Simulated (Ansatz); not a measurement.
Structures of equal composition on the (111) surface of fcc Ni, ferromagnetic: one row in 3 of the top plane missing; (√3x√3)R30°, one Ni site of the top plane empty. The slabs share one bottom face, and each structure is named by its start. These are constructed structures in small cells; real faces may alloy, dewet or reconstruct in larger ones, and not all known structures of the face are among them. Slabs of about 10 Å with all that they carry, Fermi-Dirac smearing of 0.1 eV. Bottom of the slabs: a bare face, its two planes held. Relaxed from the named starts with such symmetry as they have, on meshes of like density; energies extrapolated to zero smearing; no spin-orbit coupling, no U. Spin-polarised runs, if any, are marked in brackets, and their order is one that fits the cell; the others ran without spin. Where a second, spin-polarised start was run, the lower counts. The cells differ, so small differences also carry the error of unlike k-meshes.

Computed with PBE (plane waves to 420 eV, PAW; Ansatz, a program for electronic structure).

### Question
Put the candidates in order of energy per 1x1 cell, lowest first, for PBE.

### Answer
one row in 3 of the top plane missing (0.00 eV [spin, 11.2 μB a cell]), (√3x√3)R30°, one Ni site of the top plane empty (0.09 eV [spin, 11.3 μB a cell])
